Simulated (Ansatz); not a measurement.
MgS under load (space group Immm), r2SCAN with spin-orbit coupling, rigid bands (Ansatz, a first-principles code). Condition of this run: uniaxial stress along [110] of 2 GPa (compression positive) (the target of the relaxation). Band gap 3.38 eV, N_c = 1.33e19 cm⁻³ and N_v = 4.05e19 cm⁻³ at 300 K, conductivity masses along x (a = (-0.02, 2.59, 2.61) Å; b = (2.59, -0.02, 2.61) Å; c = (2.57, 2.57, 0.00) Å) of 0.385 mₑ (electrons) and 0.926 mₑ (holes). Take k_BT = 0.02585 eV.

A film of it is 8 nm thick, with its normal along the direction named. Estimate the confinement energies in an infinite well.

ħ²π²/(2m t²) = 0.376 eV·nm²/(m/mₑ × t²) gives 15.3 meV for electrons and 6.34 meV for holes, so the gap would widen to about 3.40 eV. Finite barriers and nonparabolic bands lower this, and with several valleys or bands the heaviest mass along the normal sets the lowest level, not this average.

Find the intrinsic carrier density and the intrinsic Fermi level.

n_i = √(N_c N_v) exp(−E_g/2k_BT) = 2.32e19 × exp(−65.37) = 9.4e-10 cm⁻³. The level lies (k_BT/2) ln(N_v/N_c) = 14 meV from mid-gap (positive towards the conduction band). Each 0.1 eV added to the gap lowers n_i by a factor of 6.9.

What thermal injection velocity √(2k_BT/πm) limits a ballistic channel along the direction named?

8.67e6 cm/s for electrons and 5.59e6 cm/s for holes, a ratio of √(m_h/m_e) = 1.55, for dilute carriers.

Rigid bands with the computed gap; masses take one relaxation time for all states.
